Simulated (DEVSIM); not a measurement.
Device: Ti/Al2O3/p-In0.53Ga0.47As capacitor, at 250 K.

| layer (left to right) | material | thickness (nm) | Na (cm⁻³) |
|---|---|---|---|
| 1 | Al2O3 | 5.90 | - |
| 2 | In0.53Ga0.47As | 4100 | 1.9e16 |

Metal gate on the left, work function 4.33 eV. Fixed charge at the semiconductor interface 1.5e10 cm⁻² (in units of +e); no interface traps.

This is a model device: material constants are rounded textbook-type values typed into the input, and sizes, dopings and lifetimes were drawn at random. Values at 300 K; Nc and Nv go as T^1.5, mobilities as T to minus their exponent, the gap by Varshni's rule with the affinity fixed.

```
parameter         Al2O3  In0.53Ga0.47As
----------------  -----  --------------
gap (eV)            6.8            0.74
affinity (eV)      1.35            4.51
permittivity          9            13.9
Nc (cm⁻³)             -          2.1e17
Nv (cm⁻³)             -          7.7e18
Varshni α (eV/K)      -         0.00035
Varshni β (K)         -             190
```

Simulated with DEVSIM: 1D Poisson equation in equilibrium, Boltzmann statistics, complete ionisation; no quantum confinement or tunnelling. Metal contacts follow the ideal Schottky-Mott rule: no Fermi-level pinning, no interface dipoles.

The temperature was swept, all else fixed.

```csv
temperature (K),threshold voltage (band bending 2φF) (V),flat-band voltage (V),minimum of the low-frequency capacitance (μF/cm²)
250,-0.18,-0.81,0.0612
300,-0.20,-0.77,0.0665
350,[?],-0.72,[?]
400,-0.24,-0.67,0.0845
450,-0.26,-0.62,0.0993
500,-0.29,-0.57,0.123
```

**Question.** Complete the blanks.

**Answer.** 
- 350, threshold voltage (band bending 2φF) (V): -0.22
- 350, minimum of the low-frequency capacitance (μF/cm²): 0.0743
